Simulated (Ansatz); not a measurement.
A (9,9) blue phosphorus nanotube, stretched and compressed along its axis from its relaxed period of 3.284 Å, atoms relaxed at each length.

Level of theory: PBE (plane waves to 420 eV, PAW; Ansatz, a program for electronic structure). Mesh 1×1×10. No spin polarisation. Isolated but for its images some 11 Å away. A hypothetical model, rolled from the flat sheet. Only distortions within the start's symmetry and period were free. Buckling under compression is shut out by symmetry and the short period. Energies are free energies at a Fermi–Dirac width of 0.02 eV, from the unstrained cell.

| strain (%) | energy (meV a period) | axial force (nN) | PBE gap (eV) |
|---|---|---|---|
| -3.0 | +371 | -12.58 | 1.65 |
| -1.5 | +89 | -5.90 | 1.88 |
| 0.0 | 0 | +0.02 | 1.89 |
| +1.5 | +82 | +5.22 | 1.72 |
| +3.0 | +315 | +9.77 | 1.55 |
| +6.0 | +1152 | +17.06 | 1.28 |

The slope of the force at zero strain is 370 nN.
